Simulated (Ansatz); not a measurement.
```yaml
crystal:
  lattice:
    - [13.00000, 0.00000, 0.00000]
    - [0.00000, 11.00000, 0.00000]
    - [0.00000, 0.00000, 2.15847]
  atoms:
    - { symbol: Be, position: [0.43233, 0.50000, 0.00000] }
    - { symbol: Be, position: [0.56767, 0.50000, 0.50000] }
```

Calculation: PBE (plane waves to 420 eV, PAW; Ansatz, a first-principles code). Mesh 1×1×134. No spin polarisation, so a magnetic state wasn't tested. Isolated but for its images some 11 Å away. A model structure. It keeps the symmetry and period of its start, so it need not be a minimum against all distortions. Pairing along the axis, which can open a gap, is among the distortions not tried.

Say what this body is, and give its properties.

Free triangular strip chain of Be atoms. A hypothetical model.
PBE gap: none (under 0.01 eV)
crossings of the Fermi level between Γ and the zone edge (49 points): 3, each for both spins (ideal conductance 3 × 2e²/h)
